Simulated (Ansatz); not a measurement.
Base system: BaTe in the rock salt structure (space group Fm-3m, No. 225; a = 6.941 Å).

Computed with PBEsol in Ansatz (plane waves to 420 eV, PAW, no spin-orbit coupling).

Before the change:

| Quantity | Result |
|---|---|
| Smallest direct gap | 1.82 eV |
| Valley order | X along ⟨100⟩ 1.46 eV; a point along ⟨111⟩, about 0.2 Å⁻¹ from Γ 2.93 eV |

Perturbation: every lattice vector is stretched by 0.50 %; the atoms relax in the strained cell.

**Question.** Predict the new smallest direct gap, valley order and energy relative to the base.

**Answer.** The smallest direct gap grows by 0.03 eV to 1.85 eV; the valley order (the lowest conduction-band minima on the path, energy above the VBM, named in the base's zone) changes from X along ⟨100⟩ 1.46 eV; a point along ⟨111⟩, about 0.2 Å⁻¹ from Γ 2.93 eV to X along ⟨100⟩ 1.49 eV; Γ 2.86 eV; the energy rises by 0.9 meV/atom.

Spin-orbit coupling, missing from the scalar runs, can matter with Te. Stability against distortions was not tested.

Ansatz is an electronic-structure program.
